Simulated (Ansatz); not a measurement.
An Ansatz (an electronic-structure program) input (Ansatz, r2SCAN, PAW, cutoff 500 eV, scalar-relativistic without spin-orbit coupling):

Ansatz 0.2 input:
```yaml
crystal:
  lattice:
    - [4.2049890118, 0, 0]
    - [0, 4.2049890118, 0]
    - [0, 0, 4.2049890118]
  atoms:
    - { symbol: Ba, position: [0, 0, 0] }
    - { symbol: Zr, position: [0.5, 0.5, 0.5] }
    - { symbol: O, position: [0, 0.5, 0.5] }
    - { symbol: O, position: [0.5, 0.5, 0] }
    - { symbol: O, position: [0.5, 0, 0.5] }
basis: { ecutwfc: 500, ecutrho_ratio: 4, xc_grid: 4, fft_grid_basis: typed }
kpoints: { mp_grid: { grid: [8, 8, 8] } }
hamiltonian:
  xc: r2scan
  dispersion: none
  pseudopotentials: { kind: paw }
scf: { occupations: { method: fermi_dirac, width: 0.05 }, convergence: { dr2_threshold: 0.0000000005 } }
output: { forces: true, stress: true }
checkpoint: { write: state.ck, write_every: 1000 }
```

Which symmetry and how many k-points will the program report, and about how many plane waves at Γ?

Space group Pm-3m (ITA 221) with 48 operations, k-points 35 of 512, and 1863 plane waves at Γ.

Whether these cells are dynamically stable was not tested. The cell was made from BaTiO3 by this change: Ti → Zr. Many cubic perovskites are stable only at high temperature; tilts and polar distortions were not tested.
